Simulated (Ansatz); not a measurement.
We consider BaC (model structure, started from the ZnS type, F-43m, No. 216, 2 atoms in the cell), described by PBE+SOC in Ansatz (PAW).

Input file:

Ansatz 0.2 input:
```yaml
crystal:
  lattice:
    - [0.0, 3.0623849362, 3.0623849362]
    - [3.0623849362, 0.0, 3.0623849362]
    - [3.0623849362, 3.0623849362, 0.0]
  atoms:
    - { symbol: Ba, position: [0.0, 0.0, 0.0] }
    - { symbol: C, position: [0.75, 0.75, 0.75] }
basis:
  ecutwfc: 520
  ecutrho_ratio: 4
  xc_grid: 2
kpoints:
  mp_grid: { grid: [16, 16, 16] }
hamiltonian:
  xc: pbe
  dispersion: none
  pseudopotentials: { kind: paw }
scf:
  occupations: { method: fermi_dirac, width: 0.05 }
  convergence: { dr2_threshold: 0.0000000002 }
output:
  forces: true
  stress: true
  eigenvalues: true
magnetization:
  noncollinear: true
  spin_orbit: true
```

Q: How many irreducible k-points, plane waves at Γ does the program set up, and what pressure does the run end with?

A: 145 irreducible k-points, 1471 plane waves at Γ; P = 1.85 GPa, so the cell is compressed on average and its volume would grow at this level.

Excerpt of the program's output:

```
Crystal: 2 atoms, lattice volume = 57.439 Å³
Basis set: ecut = 520 eV, 1471 PW (Γ), exchange–correlation on 72×72×72 points (8 copies of the dense FFT grid, shifted against one another)
Bands: 22, of which v1, the nominal top of the filled ones, is band 14 counted from 1 (13 counted from 0)
Symmetry: 24 space group operations + 24 with time reversal
k-points: 145 of 4096 (time reversal used)
Initial density: superposition of atomic densities (chi_scale 0.1, normalization cell, long waves kept (reshape's long-wave potential 0.00 eV rms))
Functional: x = pbe(κ = 0.804, μ = 0.2195149727645171), c = pbe(β = 0.06672455060314922)
spin=Noncollinear: Kerker preconditioning applied to the charge; magnetization (m_x, m_y, m_z) channels mix plain (no charge-response kernel on spin).
SCF 1 converged in 10 iterations: F = -6201.882422 eV  dr2 = 4.34e-11
SCF converged after 10 iterations
Free energy (F): -6201.882422 eV
Internal energy: -6201.851619 eV  (E = F + TS)
E sigma→0 (E₀):  -6201.867020 eV
Fermi energy:    6.146197 eV
--- Forces (eV/Å), atoms counted from 1 ---
  atom   1  Ba     0.00000000    -0.00000000     0.00000000
  atom   2  C      0.00000000    -0.00000000     0.00000000
--- Stress (GPa, compression-positive) ---
        1.849546       0.000000      -0.000000
       -0.000000       1.849546       0.000000
       -0.000000       0.000000       1.849546
  P = ⅓ Tr σ = 1.8495 GPa (18.495 kbar)
```

Note: the relaxation could raise the start's symmetry but not lower it, so the cell can be a saddle point. Note: cell and atoms aren't relaxed at this level (pressure 1.8 GPa).

The result took roughly 30 core-seconds.

A model structure was made by putting elements into a prototype or built by hand; it is no filed structure, need not be a known phase, and can be a saddle point held by its symmetry.

Ansatz is a quantum-chemistry and plane-wave program.
